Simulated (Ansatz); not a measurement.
A calculation on stishovite (SiO2) returned lattice constant a 4.176 Å, lattice parameter c 2.668 Å, equilibrium volume per atom 7.75 Å³/atom, bulk modulus 309 GPa, cohesive energy 6.47 eV/atom.

For reference: lattice constant a 4.179 Å (measured, room temperature, no zero-point or thermal correction; as tabulated in Hiroi (2015), arXiv:1503.02262); lattice parameter c 2.665 Å (measured, room temperature, not corrected to a static lattice; as tabulated in Hiroi (2015), arXiv:1503.02262); equilibrium volume per atom 7.76 Å³/atom (measured, 300 K, copied from a table, unchecked, no zero-point or thermal correction; as tabulated in BurnMan's mineral tables); bulk modulus 310 ± 1 GPa (measured, 300 K, no zero-point or thermal correction; as tabulated in arXiv:1001.2066).

### Question
Which level of theory produced these numbers?
A) BLYP (Ansatz (a first-principles code))
B) PBE-D3(BJ) (Ansatz)
C) RPBE (Ansatz)
D) r²SCAN+rVV10 (Ansatz)

### Answer
D, r²SCAN+rVV10 (Ansatz)

The others give: PBE-D3(BJ) 4.204 Å, 2.682 Å, 7.90 Å³/atom, 277 GPa, 6.42 eV/atom; RPBE 4.274 Å, 2.700 Å, 8.22 Å³/atom, 235 GPa, 5.70 eV/atom; BLYP 4.269 Å, 2.702 Å, 8.21 Å³/atom, 237 GPa, 5.84 eV/atom.

Unless a cell is named, each level is at its own relaxed cell (BLYP 8.21, PBE-D3(BJ) 7.90, r²SCAN+rVV10 7.75, RPBE 8.22 Å³/atom).

Ansatz's density-functional and Hartree–Fock values are scalar-relativistic unless marked +SOC, with PAW data made under PBE.
